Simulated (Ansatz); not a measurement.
The reference is Zr in the hcp (Mg type) structure (space group P6_3/mmc, No. 194).

```
Zr
1.0
    3.23126     0.00000     0.00000
   -1.61563     2.79835     0.00000
    0.00000     0.00000     5.17316
Zr
2
Direct
  0.33333   0.66667   0.75000
  0.66667   0.33333   0.25000
```

Level of theory: PBE, PAW, 420 eV (Ansatz, a first-principles code; without spin-orbit coupling).

Before the change:

* **Lattice parameter a**: 3.231 Å
* **Band gap**: zero
* **c/a ratio**: 1.601

The change: a negative pressure, −2 GPa.

### Question
Predict the new lattice parameter a.

### Answer
The lattice parameter a increases by 0.026 Å (3.231 Å → 3.257 Å).

### Question
Predict the new band gap.

### Answer
The band gap is still zero.

### Question
What happens to the c/a ratio?

### Answer
The c/a ratio drops by 0.002, from 1.601 to 1.599.

Load acts through the strain it causes; cell and atoms are relaxed under it. No phonon test of stability was made. All final runs are without spin polarisation.
